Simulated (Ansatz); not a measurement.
# Pressure series in SiO2

Base system: SiO2 (space group Imma, No. 74; a = 5.264 Å, b = 9.578 Å, c = 8.918 Å; a cell from a computed database, its experimental status unchecked).

Cell and atoms are relaxed at each pressure.

The values are results of Ansatz (an electronic-structure program), PBEsol, PAW, cutoff 420 eV, spin-orbit coupling left out, not measurements.

Computed cases, in order: pressure −2 GPa; pressure −1 GPa; 0 GPa (base); pressure 0.3 GPa; pressure 0.7 GPa; pressure 3 GPa; pressure 5 GPa; pressure 7.5 GPa; pressure 10 GPa.

Task: Between which two neighbouring cases does the gap turn between direct and indirect?

Result: Between pressure 0.7 GPa (5.49 eV, direct at Γ) and pressure 3 GPa (5.51 eV, indirect, X → Γ). The whole series: pressure −2 GPa: 5.47 eV, direct at Γ; pressure −1 GPa: 5.49 eV, direct at Γ; 0 GPa (base): 5.50 eV, direct at Γ; pressure 0.3 GPa: 5.49 eV, direct at Γ; pressure 0.7 GPa: 5.49 eV, direct at Γ; pressure 3 GPa: 5.51 eV, indirect, X → Γ; pressure 5 GPa: 5.52 eV, indirect, X → Γ; pressure 7.5 GPa: 5.54 eV, indirect, X → Γ; pressure 10 GPa: 5.54 eV, indirect, X → Γ.

Load acts through the strain it causes; cell and atoms are relaxed under it. Stability against distortions was not tested. Competing high-pressure phases were not computed.
